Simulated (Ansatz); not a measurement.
Bi2Te3 (model structure), treated with HSE06 (Ansatz, a program for electronic structure, PAW).

Run with plane-wave cutoff 520 eV, 6×6×4 k mesh (along the axes of the cell as run), Fermi–Dirac smearing 0.03 eV, scalar-relativistic PAW data made under PBE.

Starting structure:

```
CELL_PARAMETERS angstrom
      5.06707     0.00000     0.00000
     -2.53353     4.38821     0.00000
      0.00000     0.00000     7.89526
ATOMIC_POSITIONS crystal
  Bi 0.33333 0.66667 0.24670
  Bi 0.66667 0.33333 0.75330
  Te 0.00000 0.00000 0.00000
  Te 0.33333 0.66667 0.64700
  Te 0.66667 0.33333 0.35300
```

Task: Into what structure does the relaxation of cell and atoms lead at this level, with the symmetry of the start kept?

Result: The volume increases by 5.4 %; final space group P-3m1.
```
CELL_PARAMETERS angstrom
      4.38289     0.00000     0.00000
     -2.19145     3.79570     0.00000
      0.00000     0.00000    11.12392
ATOMIC_POSITIONS crystal
  Bi 0.33333 0.66667 0.18384
  Bi 0.66667 0.33333 0.81616
  Te 0.00000 0.00000 0.00000
  Te 0.33333 0.66667 0.66317
  Te 0.66667 0.33333 0.33683
```

Note: the relaxation could raise the start's symmetry but not lower it, so the cell can be a saddle point; the cell has widely spaced layers and the level no dispersion term, so their spacing and the moduli can rest on weak binding.

A model structure was made by putting elements into a prototype or built by hand; it is no filed structure, need not be a known phase, and can be a saddle point held by its symmetry.
